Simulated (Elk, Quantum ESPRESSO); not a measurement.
A Quantum ESPRESSO input for a self-consistent single point of Cr₃Ge (Pm-3n, 8 atoms in the cell) (DFT, PBEsol, plane waves, PseudoDojo standard norm-conserving (PBESOL) pseudopotentials):

```fortran
&control
  calculation = 'scf',
  outdir = './tmp',
  pseudo_dir = './',
  verbosity = 'high',
  tprnfor = .true.,
  tstress = .true.,
/
&system
  ibrav = 1,
  A = 4.5498450000,
  nat = 8,
  ntyp = 2,
  ecutwfc = 95,
  occupations = 'smearing',
  smearing = 'gauss',
  degauss = 0.019992,
/
&electrons
  conv_thr = 1e-10,
  mixing_beta = 0.3,
/
ATOMIC_SPECIES
Cr    51.9961  Cr.upf
Ge    72.6300  Ge.upf
ATOMIC_POSITIONS bohr
Cr    2.1494902399    0.0000000000    4.2989804797
Cr    6.4484707196    0.0000000000    4.2989804797
Cr    4.2989804797    6.4484707196    0.0000000000
Cr    4.2989804797    2.1494902399    0.0000000000
Cr    0.0000000000    4.2989804797    6.4484707196
Cr    0.0000000000    4.2989804797    2.1494902399
Ge    0.0000000000    0.0000000000    0.0000000000
Ge    4.2989804797    4.2989804797    4.2989804797
K_POINTS automatic
5 5 5  0 0 0
```

Problem. Write the same calculation as an input for Elk.

Solution. This is the input that was run; spellings and numerical settings could be chosen otherwise.

```
tasks
  0

xctype
  22

rgkmax
  8.0

gmaxvr
  14.0

nxlo
  2

lorbcnd
  .true.

lmaxi
  3

stype
  0

swidth
  0.00999582

scale
  8.597960959

avec
    1.0000000000    0.0000000000    0.0000000000
    0.0000000000    1.0000000000    0.0000000000
    0.0000000000    0.0000000000    1.0000000000

atoms
  2   : nspecies
  'Cr.in'   : spfname
  6   : natoms; atposl, bfcmt below
  0.2500000000  0.0000000000  0.5000000000    0.0 0.0 0.0
  0.7500000000  0.0000000000  0.5000000000    0.0 0.0 0.0
  0.5000000000  0.7500000000  0.0000000000    0.0 0.0 0.0
  0.5000000000  0.2500000000  0.0000000000    0.0 0.0 0.0
  0.0000000000  0.5000000000  0.7500000000    0.0 0.0 0.0
  0.0000000000  0.5000000000  0.2500000000    0.0 0.0 0.0
  'Ge.in'   : spfname
  2   : natoms; atposl, bfcmt below
  0.0000000000  0.0000000000  0.0000000000    0.0 0.0 0.0
  0.5000000000  0.5000000000  0.5000000000    0.0 0.0 0.0

ngridk
  5 5 5
```

Basis, cutoffs, solver keys and any potentials are the target program's own. This input uses DFT, PBEsol, all-electron FP-LAPW, Elk's shipped species files, APW+lo basis with extra local orbitals.

The starting cell comes from a database of computed structures (which also holds hypothetical and non-ambient phases and stackings), without a prior relaxation at this level. Its lattice was rescaled by a random factor within 2.5 % of one.
